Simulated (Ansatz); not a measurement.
# GePt (model structure, started from the FeB type, Pmmn, No. 59, 8 atoms in the cell)

Computed with PBEsol in Ansatz (PAW).

Run with plane-wave cutoff 500 eV, 6×10×8 k mesh (along the axes of the cell as run), Fermi–Dirac smearing 0.05 eV, scalar-relativistic PAW data made under PBE.

Cell (relaxed at this level):

PtGe is modelled in the orthorhombic space group Pmmn, origin choice 1 (No. 59), Pearson symbol oP4. Conventional cell: a = 3.123 Å, b = 4.710 Å, c = 4.275 Å, α = 90.00°, β = 90.00°, γ = 90.00°. Pt on 2a is surrounded by 4 Ge at 2.543–2.571 Å and 2 Ge at 2.724 Å. Ge on 2b is surrounded by 4 Pt at 2.543–2.571 Å and 2 Pt at 2.724 Å and 6 Ge at 3.026–3.123 Å. (Neighbours: up to the widest gap in distance over summed covalent radii, below 1.35, at either atom; cation-cation and far metal-metal contacts left out.)
(The calculation used a cell of 8 atoms; values per cell refer to that cell.)

* **band gap**: zero (no gap)

Note: the relaxation could raise the start's symmetry but not lower it, so the cell can be a saddle point.

Spin–orbit coupling is not included.

A model structure was made by putting elements into a prototype or built by hand; it is no filed structure, need not be a known phase, and can be a saddle point held by its symmetry.

Ansatz is a program for electronic structure.
